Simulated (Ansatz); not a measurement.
# rock-salt TiN (1 1 0) on germanium (1 1 0) (film strained to the substrate, faces as cut)

A periodic stack without vacuum, rock-salt TiN (1 1 0) on germanium (1 1 0) (film strained to the substrate, faces as cut): substrate slab Ge16, film N12Ti12, surface cells [[0, -1], [1, -1]] and [[1, 0], [1, 2]], film strained by -4.1 and -4.1 %, faces Ge/Ge and NTi/NTi as cut (like faces can put a slab off its formula).

The start was prepared with a machine-learned potential, and the result is one local minimum, with the in-plane cell held and forces under 0.04 eV/Å; the film can end far from its bulk form.

The numbers are results of PBE (plane waves to 420 eV, PAW; Ansatz, a quantum-chemistry and plane-wave program), not measurements. Spin–orbit coupling is left out; the runs are not spin-polarised; PBE gaps are too small against experiment. Its k-point mesh 8×5×1, Fermi–Dirac width 0.05 eV.

* **interface area**: 23.5 Å²
* **period**: 26.24 Å
* **gaps between the outermost planes at the two interfaces**: 2.05 and 2.05 Å
* **Ge–Ti contacts across the interfaces within 1.22 times the sum of covalent radii**: 8, mean 2.86 Å
* **Ge–N contacts across the interfaces within 1.22 times the sum of covalent radii**: 2, mean 2.06 Å

```
CELL_PARAMETERS angstrom
      4.07294    -0.00001     0.00057
      4.07292     5.76001    -0.00797
     -2.03398    -0.03794    26.23797
ATOMIC_POSITIONS crystal
  Ge 0.23245 0.47759 0.12108
  Ge 0.48427 0.72230 0.11403
  Ge 0.16982 0.00102 0.03920
  Ge 0.41234 0.25982 0.04109
  Ge 0.31063 0.47566 0.27316
  Ge 0.56050 0.72527 0.27220
  Ge 0.27423 0.97282 0.19329
  Ge 0.52717 0.22159 0.19665
  Ge 0.38358 0.47932 0.42650
  Ge 0.63643 0.72800 0.42971
  Ge 0.34938 0.97584 0.35081
  Ge 0.59921 0.22554 0.34999
  Ge 0.50081 0.43896 0.58173
  Ge 0.74427 0.69650 0.58361
  Ge 0.42641 0.97778 0.50912
  Ge 0.67841 0.22209 0.50181
  N  0.74887 0.73206 0.66158
  N  0.26183 0.22207 0.66772
  N  0.53729 0.47396 0.72234
  N  0.04071 0.97109 0.72351
  N  0.31594 0.22547 0.78226
  N  0.81741 0.72413 0.78283
  N  0.09438 0.97571 0.84001
  N  0.59568 0.47463 0.84057
  N  0.87107 0.72873 0.89933
  N  0.37433 0.22601 0.90050
  N  0.64957 0.47818 0.95512
  N  0.16202 0.96835 0.96105
  Ti 0.03856 0.47227 0.72140
  Ti 0.53629 0.97460 0.72147
  Ti 0.26374 0.72046 0.66822
  Ti 0.76169 0.22303 0.66989
  Ti 0.59485 0.97639 0.84225
  Ti 0.09435 0.47674 0.84184
  Ti 0.81759 0.22298 0.78096
  Ti 0.31660 0.72378 0.78050
  Ti 0.15000 0.47697 0.95302
  Ti 0.64767 0.97941 0.95468
  Ti 0.37550 0.72518 0.90131
  Ti 0.87302 0.22773 0.90143
```
